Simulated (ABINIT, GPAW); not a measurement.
A GPAW input for a self-consistent single point of PtSe2 (P-3m1, 3 atoms in the cell) (DFT PBE, plane waves, GPAW PAW datasets PBE (gpaw-data 1.0.1)):

```python
from ase import Atoms
from ase.units import GPa
from gpaw import GPAW

atoms = Atoms(['Pt', 'Se', 'Se'],
              cell=[[1.782373, -3.087161, 0.000000],
                    [1.782373, 3.087161, 0.000000],
                    [0.000000, 0.000000, 4.854936]],
              scaled_positions=[[0.000000, 0.000000, 0.000000],
                                [0.333333, 0.666667, 0.255000],
                                [0.666667, 0.333333, 0.745000]],
              pbc=True)

calc = GPAW(mode={'name': 'pw', 'ecut': 600},
            xc='PBE',
            kpts={'size': (8, 8, 5), 'gamma': True},
            occupations={'name': 'fermi-dirac', 'width': 0.02},
            nbands=-6,
            convergence={'forces': 0.001, 'bands': -4},
            symmetry={'symmorphic': False, 'tolerance': 0.0005},
            maxiter=150,
            txt='-')

atoms.calc = calc

energy = atoms.get_potential_energy()
print('Energy (eV):', round(energy, 6))
forces = atoms.get_forces()
print('Forces (eV/Ang):')
print(forces.round(5))
stress = atoms.get_stress()
print('Stress (GPa, Voigt):', (stress / GPa).round(4))
```

**Question.** Give the ABINIT input for the same structure, mesh, smearing and functional.

**Answer.** This is the input that was run; spellings and numerical settings could be chosen otherwise.

```
# PtSe2, JTH v2.0 PBE PAW
pp_dirpath "./"
pseudos "Pt.GGA_PBE-JTH.xml, Se.GGA_PBE-JTH.xml"
acell 3*1.0 Angstrom
rprim
         1.7823731172   -3.0871607970    0.0000000000
         1.7823731172    3.0871607970    0.0000000000
         0.0000000000    0.0000000000    4.8549360000
natom 3
ntypat 2
znucl 78 34
typat 1 2 2
xred
         0.0000000000    0.0000000000    0.0000000000
         0.3333333333    0.6666666667    0.2550000000
         0.6666666667    0.3333333333    0.7450000000
ecut 571 eV
pawecutdg 1143 eV
pawovlp -1
pawxcdev 0
occopt 3
tsmear 0.02 eV
nband 16
kptopt 1
ngkpt 8 8 5
nshiftk 1
shiftk 0 0 0
nstep 60
toldfe 1.0e-09
prtwf 0
prtden 0
```

Basis settings and potentials, where a program has them, do not carry over. This input uses DFT, PBE, plane waves, PAW (JTH v2.0 PBE PAW).

The starting cell has typed, rounded lattice constants, without a prior relaxation at this level. Its lattice was rescaled by a random factor within 2.5 % of one. For this run, on top of that: lattice scaled by 0.98.
